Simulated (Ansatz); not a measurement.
Cell of (CdS)6/(HgSe)6 zinc blende (001) superlattice on CdS (CdS held in this type, which need not be the stable form), with its geometry taken from a PBE run:

```xyz
24
Lattice="4.1902 0.0000 0.0000 0.0000 4.1902 0.0000 0.0000 0.0000 37.9761" Properties=species:S:1:pos:R:3 pbc="T T T"
Cd     0.0000     0.0000     0.1660
S      2.0951     0.0000     1.6520
Cd     2.0951     2.0951     3.1399
S      0.0000     2.0951     4.6214
Cd     0.0000     0.0000     6.1054
S      2.0951     0.0000     7.5869
Cd     2.0951     2.0951     9.0701
S      0.0000     2.0951    10.5519
Cd     0.0000     0.0000    12.0349
S      2.0951     0.0000    13.5181
Cd     2.0951     2.0951    15.0014
S      0.0000     2.0951    16.4850
Hg     0.0000     0.0000    18.0131
Se     2.0951     0.0000    19.6945
Hg     2.0951     2.0951    21.3702
Se     0.0000     2.0951    23.0540
Hg     0.0000     0.0000    24.7343
Se     2.0951     0.0000    26.4173
Hg     2.0951     2.0951    28.1000
Se     0.0000     2.0951    29.7809
Hg     0.0000     0.0000    31.4654
Se     2.0951     0.0000    33.1437
Hg     2.0951     2.0951    34.8263
Se     0.0000     2.0951    36.5016
```

Level of theory: HSE06 with spin-orbit coupling (plane waves to 420 eV, PAW; Ansatz, an electronic-structure program).  Its k-point mesh 4×4×1, Fermi–Dirac width 0.01 eV. HSE06 ran on meshes of its own (4×4×1); its edges and gaps are taken over the mesh and over extra points off it, mostly where PBE has its edges.

Problem. Give the plane-averaged electrostatic potential energy of an electron along the normal (the smooth PAW potential), about its mean over the cell.

Solution. 
```
z (Å) | V (eV)
    0.000 | ################ -0.51
    0.445 | ################## -0.30
    0.890 | ######################## 0.56
    1.335 | ################# -0.37
    1.632 | ############### -0.59
    2.077 | ################### -0.13
    2.522 | ######################## 0.53
    2.967 | ################ -0.51
    3.412 | ################## -0.30
    3.857 | ######################## 0.54
    4.302 | ################# -0.38
    4.747 | ################ -0.58
    5.044 | ################### -0.15
    5.489 | ####################### 0.51
    5.934 | ################ -0.51
    6.379 | ################## -0.30
    6.824 | ######################## 0.54
    7.269 | ################# -0.38
    7.714 | ################ -0.57
    8.011 | ################### -0.15
    8.456 | ####################### 0.51
    8.901 | ################ -0.51
    9.346 | ################## -0.29
    9.791 | ######################## 0.55
   10.236 | ################# -0.37
   10.681 | ################ -0.56
   10.977 | ################### -0.13
   11.422 | ####################### 0.52
   11.868 | ################ -0.50
   12.313 | ################## -0.27
   12.758 | ######################## 0.58
   13.203 | ################# -0.35
   13.648 | ################ -0.54
   14.093 | ###################### 0.28
   14.389 | ######################## 0.54
   14.834 | ################ -0.49
   15.279 | ################## -0.24
   15.724 | ######################## 0.62
   16.170 | ################## -0.26
   16.615 | ################# -0.35
   17.060 | ######################## 0.58
   17.356 | ################### -0.05
   17.801 | ## -2.45
   18.246 | ### -2.35
   18.691 | ###################### 0.36
   19.136 | ############################# 1.28
   19.581 | ############################## 1.38
   20.026 | ############################# 1.32
   20.471 | ############################ 1.21
   20.768 | ################## -0.19
   21.213 | # -2.56
   21.658 | #### -2.13
   22.103 | ######################### 0.72
   22.548 | ############################# 1.30
   22.993 | ############################## 1.41
   23.438 | ############################# 1.32
   23.735 | ############################# 1.32
   24.180 | ################ -0.51
   24.625 | # -2.63
   25.070 | ###### -1.89
   25.515 | ########################### 0.96
   25.960 | ############################# 1.31
   26.405 | ############################## 1.42
   26.850 | ############################# 1.32
   27.147 | ############################# 1.33
   27.592 | ############## -0.84
   28.037 |  -2.69
   28.482 | ######## -1.65
   28.927 | ############################ 1.11
   29.372 | ############################# 1.32
   29.817 | ############################## 1.42
   30.114 | ############################# 1.35
   30.559 | ############################# 1.30
   31.004 | ########### -1.17
   31.449 |  -2.73
   31.894 | ########## -1.40
   32.339 | ############################ 1.19
   32.784 | ############################# 1.31
   33.081 | ############################## 1.39
   33.526 | ############################# 1.31
   33.971 | ############################ 1.17
   34.416 | ######### -1.51
   34.861 |  -2.73
   35.306 | ############ -1.07
   35.751 | ############################# 1.24
   36.196 | ############################# 1.28
   36.493 | ############################# 1.29
   36.938 | ########################### 1.07
   37.383 | ########################### 0.99
   37.828 | ################### -0.14
```
